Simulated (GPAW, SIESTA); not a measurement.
A GPAW input for a self-consistent single point of HfC (Fm-3m, 2 atoms in the cell) (DFT PBE, plane waves, GPAW PAW datasets PBE (gpaw-data 1.0.1)):

```python
from ase import Atoms
from ase.units import GPa
from gpaw import GPAW, PW, FermiDirac

atoms = Atoms(['Hf', 'C'],
              cell=[[0.000000, 2.306018, 2.306018],
                    [2.306018, 0.000000, 2.306018],
                    [2.306018, 2.306018, 0.000000]],
              positions=[[0.000000, 0.000000, 0.000000],
                         [2.306018, 2.306018, 2.306018]],
              pbc=True)

calc = GPAW(mode=PW(900),
            xc='PBE',
            kpts={'size': (10, 10, 10), 'gamma': True},
            occupations=FermiDirac(0.05),
            nbands=-6,
            convergence={'forces': 0.001},
            symmetry={'symmorphic': False, 'tolerance': 0.0005},
            maxiter=100,
            txt='-')

atoms.calc = calc

energy = atoms.get_potential_energy()
print('Energy (eV):', round(energy, 6))
forces = atoms.get_forces()
print('Forces (eV/Ang):')
print(forces.round(5))
stress = atoms.get_stress()
print('Stress (GPa, Voigt):', (stress / GPa).round(4))
```

Task: Translate this input to SIESTA.

Result: One input that does it (others would too):

```
# files in the folder: Hf.psml C.psml (PseudoDojo PBE standard)
SystemName  HfC
SystemLabel HfC

NumberOfAtoms                2
NumberOfSpecies              2
%block ChemicalSpeciesLabel
  1 72 Hf
  2 6 C
%endblock ChemicalSpeciesLabel
LatticeConstant              1.0 Ang
%block LatticeVectors
     0.000000000    2.306018000    2.306018000
     2.306018000    0.000000000    2.306018000
     2.306018000    2.306018000    0.000000000
%endblock LatticeVectors
AtomicCoordinatesFormat      Ang
%block AtomicCoordinatesAndAtomicSpecies
     0.000000000    0.000000000    0.000000000  1
     2.306018000    2.306018000    2.306018000  2
%endblock AtomicCoordinatesAndAtomicSpecies

XC.functional                GGA
XC.authors                   PBE
PAO.BasisSize                DZP
PAO.EnergyShift              0.005 Ry
MeshCutoff                   300 Ry
%block kgrid.MonkhorstPack
   10   0   0  0.0
    0  10   0  0.0
    0   0  10  0.0
%endblock kgrid.MonkhorstPack
OccupationFunction           FD
ElectronicTemperature        580.23 K

MaxSCFIterations             150
SCF.Mixer.Method             Broyden
SCF.Mixer.Weight             0.1
SCF.Mixer.History            8
SCF.DM.Tolerance             1.0E-04
Diag.ParallelOverK           true
WriteForces                  true
```

Basis, cutoffs, solver keys and any potentials are the target program's own. This input uses DFT, GGA PBE, numerical atomic orbitals DZP, PseudoDojo PBE standard norm-conserving potentials (rewritten from UPF to PSML).

The starting cell comes from a database of computed structures (which also holds hypothetical and non-ambient phases and stackings), without a prior relaxation at this level. Its lattice was rescaled by a random factor within 2.5 % of one.
